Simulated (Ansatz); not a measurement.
## Effect of isotropic strain −1.50 % on MgI2

Take MgI₂ in the CdI2 type structure (space group P-3m1, No. 164; a = 4.060 Å, c = 6.580 Å; layered, stacked along the Cartesian z axis) as the base.

Now apply this change: every lattice vector is shortened by 1.50 %; the atoms relax in the strained cell.

All numbers come from DFT with PBEsol-D3(BJ), PAW potentials and a 420 eV plane-wave cutoff in Ansatz (a first-principles code), no spin-orbit coupling. Γ-centred 9×9×5 mesh, Fermi–Dirac width 0.05 eV.

The shortest interatomic distance falls by 0.0243 Å to 2.854 Å and the energy rises by 5.0 meV/atom. The pressure (mean of the normal stresses, compression positive) goes from zero to 12.3 kbar and the band gap falls by 0.03 eV, from 3.34 eV to 3.31 eV. The gap character is still indirect, Γ → L–M (40 % along) and the smallest direct gap rises by 0.136 eV, from 3.69 eV to 3.82 eV. The mean gap deformation potential ΔEg/Δln V is +0.6 eV and the valence-band top at Γ (three highest levels, from the VBM) becomes 0.00, -0.11, -0.11 eV (base: 0.00, -0.14, -0.14 eV). The largest internal atomic displacement is 0.032 Å.

With I present, leaving out spin-orbit coupling can change the band edges. Stability against distortions was not tested.
